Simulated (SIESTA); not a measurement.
A self-consistent single point of MgCdS₂ (P1, 4 atoms in the cell) with SIESTA.

Method: GGA PBEsol, numerical atomic orbitals DZP, PseudoDojo PBEsol standard norm-conserving potentials (rewritten from UPF to PSML) in SIESTA 5.4.2.

The change in words: atoms moved at random. Reference geometry:
```
CELL_PARAMETERS angstrom
      3.80768     0.00000     0.00000
      0.00000     3.80768     0.00000
      0.00000     0.00000     5.38570
ATOMIC_POSITIONS crystal
  Mg 0.50000 0.50000 0.50000
  Cd 0.00000 0.00000 0.00000
  S  0.00000 0.00000 0.50000
  S  0.50000 0.50000 0.00000
```

Reference input (self-consistent single point, DFT, GGA PBEsol, numerical atomic orbitals DZP, PseudoDojo PBEsol standard norm-conserving potentials (rewritten from UPF to PSML)): XC.functional = GGA; XC.authors = PBEsol; potentials = PseudoDojo PBEsol standard; PAO.BasisSize = DZP; PAO.EnergyShift = 0.01 Ry; MeshCutoff = 350 Ry; kgrid.MonkhorstPack = 5 5 3; OccupationFunction = FD; ElectronicTemperature = 10 K; MaxSCFIterations = 150; SCF.Mixer.Method = Broyden; SCF.Mixer.Weight = 0.1. This run's input differs from it in these lines:

```diff
@@ -19,6 +19,6 @@
 %block AtomicCoordinatesAndAtomicSpecies
-     0.500000000    0.500000000    0.500000000  1
-     0.000000000    0.000000000    0.000000000  2
-     0.000000000    0.000000000    0.500000000  3
-     0.500000000    0.500000000    0.000000000  3
+     0.515048000    0.499897000    0.500193000  1
+    -0.008276000   -0.003485000   -0.005666000  2
+    -0.019861000    0.002558000    0.510133000  3
+     0.513090000    0.501030000   -0.004660000  3
 %endblock AtomicCoordinatesAndAtomicSpecies
```

The program printed (abridged):

```
        iscf     Eharris(eV)        E_KS(eV)     FreeEng(eV)     dDmax    Ef(eV) dHmax(eV)
   scf:    1    -6972.150167    -6978.433426    -6978.433426  1.497870 -2.749956 12.837974
   scf:    2    -6981.376927    -6979.974361    -6979.974361  0.125816 -3.654929  9.511646
   scf:    3    -6982.701518    -6981.806949    -6981.806949  0.339997 -4.122344  2.255357
   scf:    4    -6981.789583    -6981.808134    -6981.808134  0.052380 -3.466176  1.441751
   scf:    5    -6981.835972    -6981.825686    -6981.825686  0.034194 -3.847928  0.114294
   [... 5 lines left out ...]
   scf:   11    -6981.826258    -6981.826258    -6981.826258  0.000543 -3.814121  0.001670
   scf:   12    -6981.826258    -6981.826258    -6981.826258  0.000066 -3.814206  0.001388
   scf:   13    -6981.826258    -6981.826258    -6981.826258  0.000039 -3.814259  0.001133
   scf:   14    -6981.826258    -6981.826258    -6981.826258  0.000030 -3.814307  0.000898
SCF Convergence by DM+H criterion
max |DM_out - DM_in|         :     0.0000297031
max |H_out - H_in|      (eV) :     0.0008984758
SCF cycle converged after 14 iterations

Using DM_out to compute the final energy and forces

siesta: E_KS(eV) =            -6981.8263

siesta: E_KS - E_eggbox =     -6981.8263

siesta: Atomic forces (eV/Ang):
     1   -0.267695    0.020540   -0.081060
     2    0.221168    0.037388    0.256943
     3    0.391682   -0.023515   -0.403268
     4   -0.322180   -0.035292    0.236018
   Tot    0.022974   -0.000878    0.008634
   Max    0.403268
   Res    0.236701    sqrt( Sum f_i^2 / 3N )
   Max    0.403268    constrained

Stress tensor Voigt[x,y,z,yz,xz,xy] (kbar):       43.74       41.65       42.18        0.11        1.11       -0.33
(Free)E + p*V (eV/cell)    -6983.8988
   [... lines left out ...]
siesta: FreeEng =     -6981.826258
siesta: Cell volume =         78.084178 Ang**3
siesta:         -42.52505273        -24.79215647  kBar
   [... lines left out ...]
              0.008   0.015   0.029   0.015   0.008
   4  6.162   1.638   0.087   1.322   1.536   1.324   0.082  -0.018   0.081
              0.038   0.015   0.018   0.015   0.022

mulliken: Qtot =       42.000

Mulliken Atomic Populations:
Atom #   charge [q] valence [e]  Species
     1     0.246890    9.753110  Mg
     2     0.165315   19.834685  Cd
     3    -0.250404    6.250404  S
     4    -0.161801    6.161801  S
 Total     0.000000
```

The run converged in 14 iterations. Against the reference run the free energy rises by 13.4 meV/atom, the pressure goes from -4.86 to -4.25 GPa, the largest force goes from 0.000 to 0.563 eV/Å and the gap on the mesh goes from 0.861 to 0.919 eV.

The starting cell comes from a database of computed structures (which also holds hypothetical and non-ambient phases and stackings), without a prior relaxation at this level. For this run, on top of that: atoms moved at random. Values carry the incompleteness of an atom-centred basis. With a pressure of about -4 GPa the cell is away from its equilibrium volume at this level.
